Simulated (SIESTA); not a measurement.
Band structure of TiNbB4 (P6/mmm, 6 atoms in the cell).

```
CELL_PARAMETERS angstrom
      3.08703     0.00000     0.00000
     -1.54351     2.67345     0.00000
      0.00000     0.00000     6.59943
ATOMIC_POSITIONS crystal
  Ti 0.00000 0.00000 0.50000
  Nb 0.00000 0.00000 0.00000
  B  0.33333 0.66667 0.74077
  B  0.66667 0.33333 0.25923
  B  0.66667 0.33333 0.74077
  B  0.33333 0.66667 0.25923
```

Method: GGA PBEsol, numerical atomic orbitals DZP, PseudoDojo PBEsol standard norm-conserving potentials (rewritten from UPF to PSML) (SIESTA 5.4.2).

Settings: XC.functional = GGA; XC.authors = PBEsol; potentials = PseudoDojo PBEsol standard; PAO.BasisSize = DZP; PAO.EnergyShift = 0.005 Ry; MeshCutoff = 400 Ry; kgrid.MonkhorstPack = 10 10 4; OccupationFunction = FD; ElectronicTemperature = 1160.45 K; MaxSCFIterations = 150; SCF.Mixer.Method = Pulay; SCF.Mixer.Weight = 0.25; SCF.Mixer.History = 6; SCF.DM.Tolerance = 1.0E-04.

The starting cell comes from a database of computed structures (which also holds hypothetical and non-ambient phases and stackings), without a prior relaxation at this level. Its lattice was rescaled by a random factor within 2.5 % of one. Spin polarisation is off. Values carry the incompleteness of an atom-centred basis.

Levels in eV from the Fermi level, bands 15 to 20:
```
point     15     16     17     18     19     20
-----  -----  -----  -----  -----  -----  -----
Γ      -2.79  -1.28  -1.28  -1.09  -1.09  -0.49
M      -4.25  -3.81  -3.38  -3.27   0.68   2.05
K      -3.86  -3.86  -2.88  -2.88   0.64   0.64
A      -2.63  -2.63  -0.99  -0.37  -0.37  -0.02
L      -4.42  -4.33  -3.25  -3.05   1.03   1.13
H      -3.69  -3.69  -3.39  -3.39   1.73   1.87
```

Bands cross the Fermi level along this path, so the cell is metallic at this level.

Higher empty bands are left out: an atom-centred basis made for the valence describes them poorly.
